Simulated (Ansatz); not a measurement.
**InAs: strain tensor (xx, yy, zz, yz, xz, xy) = (+0.16, −0.42, −1.07, −0.68, −0.95, +0.48) %**

Take InAs in the zinc blende structure (space group F-43m, No. 216; a = 6.087 Å) as the base. Axes: x, y, z lie along the cube axes.

Now apply this change: the symmetric strain tensor [0.0016 0.0047 -0.0095; 0.0047 -0.0042 -0.0068; -0.0095 -0.0068 -0.0107], atoms relaxed at fixed cell.

Computed with Ansatz (a quantum-chemistry and plane-wave program), PBEsol, PAW, cutoff 420 eV, no SOC. k-mesh 9×9×9 (Γ-centred); smearing 0.05 eV (Fermi–Dirac).

The volume per atom shrinks by 0.38 Å³ (28.19 Å³ → 27.81 Å³) and the space group becomes P1 (No. 1) (base: F-43m (No. 216)). The shortest interatomic distance shrinks by 0.0173 Å (2.636 Å → 2.618 Å) and the energy increases by 3.1 meV/atom. The pressure (mean of the normal stresses, compression positive) goes from zero to 0.8 GPa and the band gap is still zero. The valley order (the lowest conduction-band minima on the path, energy above the VBM, named in the base's zone) comes out as Γ 0.03 eV; L along [111] 0.71 eV; L along [1-11] 0.74 eV; L along [1-1-1] 0.79 eV and the largest internal atomic displacement is 0.013 Å. The stress (xx, yy, zz, yz, xz, xy; compression positive) comes out as (0.6, 0.8, 1.0, 0.5, 0.7, -0.3) GPa (rough).

Cost of the whole job for the changed cell (relaxation, final SCF and bands): around 2.0 core-minutes (rough).

Without a gap, meshes like the base's 9×9×9 leave anisotropic stresses uncertain by several tenths of a GPa, and small strain energies with them. Whether these cells are dynamically stable was not tested. All final runs are without spin polarisation. Gaps under 0.05 eV, about the width of the smearing, are given as zero. The zero or small gap of InAs can change with the level of theory.
